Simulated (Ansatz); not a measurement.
## Refining one setting for BAs (F-43m, 2 atoms in the cell)

```
CELL_PARAMETERS angstrom
      0.00000     2.40649     2.40649
      2.40649     0.00000     2.40649
      2.40649     2.40649     0.00000
ATOMIC_POSITIONS crystal
  B  0.25000 0.25000 0.25000
  As 0.00000 0.00000 0.00000
```

Computed with LDA (PW92), PAW files made with PBE (plane waves; Ansatz, a program for electronic structure).

The starting cell comes from a database of computed structures (which also holds hypothetical and non-ambient phases and stackings), without a prior relaxation at this level. Its lattice was rescaled by a random factor within 2.5 % of one. In the base run, with a pressure of about -7 GPa the cell is away from its equilibrium volume at this level. Ansatz's pressure includes its estimate of the finite-basis (Pulay) stress.

Held fixed: kpoints.mp_grid.grid = 10 10 10; hamiltonian.xc = lda; hamiltonian.pseudopotentials = {kind: paw} (the program's default PAW files); scf.occupations.method = fixed.

ΔF is the free energy per atom less that of the last row (840 eV).

The first pressure column holds Ansatz's estimate of the finite-basis (Pulay) stress, which hides part of the cutoff error; the other is without it.

```tsv
basis.ecutwfc	ΔF (meV/atom)	pressure (GPa)	gap on the mesh (eV)	pressure at a fixed set of plane waves (GPa)	plane waves	iterations
170 eV	7003.5	-0.18	1.343	-260.16	137	7
210 eV	1998.4	0.79	1.217	-117.00	181	7
250 eV	423.3	-6.53	1.188	-39.37	259	8
295 eV	70.3	-6.85	1.151	-12.70	331	8
335 eV	[?]	-6.64	1.150	-8.21	387	8
380 eV	[?]	-6.74	1.148	-7.08	459	8
420 eV	1.04	-6.77	1.149	-6.86	537	8
485 eV	0.36	-6.77	1.149	-6.78	645	8
545 eV	0.24	-6.77	1.149	-6.78	821	8
630 eV	0.10	-6.77	1.149	-6.78	965	8
735 eV	0.03	-6.77	1.149	-6.77	1243	8
840 eV	0.00	-6.77	1.149	-6.77	1471	8
```

Task: Some entries are withheld; supply them.

Result: 
- 335 eV, ΔF (meV/atom): 17.2
- 380 eV, ΔF (meV/atom): 3.5

Keys are those of Ansatz 0.2.
